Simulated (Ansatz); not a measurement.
Start from GaAs in the zinc blende structure (space group F-43m, No. 216; a = 5.603 Å). Axes: x, y, z lie along the cube axes.

It is then changed as follows: tensile biaxial strain of 0.50 % in the plane normal to [001], as in epitaxy on a mismatched substrate; the out-of-plane cell vector and the atoms relax.

Method: LDA/PAW in Ansatz (a program for electronic structure), no spin-orbit coupling.

**Question.** Give the band edges at the high-symmetry points of the new zone, measured from its valence-band maximum.

**Answer.** 
```tsv
point	valence edge (eV)	conduction edge (eV)
Γ	0.00	0.41
X	-2.77	1.30
P	-3.51	4.67
N	-1.17	0.87
M	-2.84	1.24
S	-2.42	1.74
S₀	-2.42	1.74
R	-3.50	4.55
G	-3.50	4.55
```

The gap is 0.41 eV, direct at Γ.

No phonon test of stability was made. k-point labels follow each cell's own Brillouin zone.
